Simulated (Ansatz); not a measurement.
## A computed series for hypothetical CsCl type MnS: pressure series

The reference is MnS in the CsCl type structure (space group Pm-3m, No. 221; a = 3.233 Å; ferromagnetic; a hypothetical phase, not in the database extracts checked).

Cell and atoms are relaxed at each pressure.

All numbers come from plane-wave PAW DFT at the r2SCAN level (Ansatz, an electronic-structure program, 500 eV), no spin-orbit coupling.

Only one of these ends up non-magnetic. Which?
A. pressure 60 GPa
B. pressure −1 GPa
C. pressure 1.8 GPa
D. pressure 18 GPa
E. pressure 4.2 GPa

A, pressure 60 GPa. Computed: pressure −1 GPa: ferromagnetic; pressure 4.2 GPa: ferromagnetic; pressure 18 GPa: ferromagnetic; pressure 1.8 GPa: ferromagnetic; pressure 60 GPa: non-magnetic

Other magnetic orders, which the real material may have, were not ruled out. Load acts through the strain it causes; cell and atoms are relaxed under it. Stability against distortions was not tested. Competing high-pressure phases were not computed. Starting moments died away, wholly or in part, for pressure 18 GPa and pressure 60 GPa; another magnetic solution may exist.
